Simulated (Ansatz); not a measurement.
# A computed series for TiC: response to strain

Consider TiC in the rock salt structure (space group Fm-3m, No. 225; a = 4.293 Å; relaxed with 0.1 eV smearing).

Strains are applied to the cell and any free atomic positions relax.

Calculations: PBEsol (Ansatz, an electronic-structure program, PAW, without spin-orbit coupling).

Notes on the quantities. energy relative to the base: free energy F.

```
change                    energy relative to the base   pressure  shortest interatomic distance
------------------------  ---------------------------  ---------  -----------------------------
base                                       0 meV/atom    0.0 GPa                        2.147 Å
isotropic strain −3.00 %                 +73 meV/atom   29.3 GPa                        2.082 Å
isotropic strain −2.00 %                 +32 meV/atom   18.3 GPa                        2.104 Å
isotropic strain −1.50 %                 +17 meV/atom   13.3 GPa                        2.114 Å
isotropic strain −1.00 %                +7.7 meV/atom    8.6 GPa                        2.125 Å
isotropic strain +0.50 %                +1.8 meV/atom   -3.9 GPa                        2.157 Å
isotropic strain +1.00 %                +7.2 meV/atom   -7.5 GPa                        2.168 Å
isotropic strain +1.50 %                 +16 meV/atom  -10.9 GPa                        2.179 Å
isotropic strain +2.50 %                 +43 meV/atom  -17.1 GPa                        2.200 Å
isotropic strain +3.00 %                          ___        ___                        2.211 Å
```

### Question
Some entries are withheld; estimate them.

### Answer

- isotropic strain +3.00 %, energy relative to the base: +61 meV/atom
- isotropic strain +3.00 %, pressure: -19.8 GPa

Stability against distortions was not tested. All final runs are without spin polarisation.
